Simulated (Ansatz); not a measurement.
Start from ZnS (space group P4_2/mnm, No. 136; a = 6.518 Å, c = 3.808 Å; a hypothetical phase, not in the database extracts checked). Axes: x, y, z lie along a, b, c of the conventional cell.

Modification: biaxial strain +1.74 %, plane normal [001], relaxed out of plane (Cartesian); in-plane vectors clamped, the third vector and the atoms free.

Levels (all Ansatz, an electronic-structure program, PAW): PBEsol (420 eV, no spin-orbit coupling); r2SCAN (500 eV, without spin-orbit coupling); HSE06 (420 eV, without spin-orbit coupling).

At the geometry relaxed with PBEsol, these levels gave the following band gaps, in shuffled order: (a) 3.45 eV, (b) 2.08 eV, (c) 2.76 eV.

### Question
Match each gap to its level.

### Answer
(a) HSE06; (b) PBEsol; (c) r2SCAN.

Single points use the geometry relaxed with PBEsol. Stability against distortions was not tested.
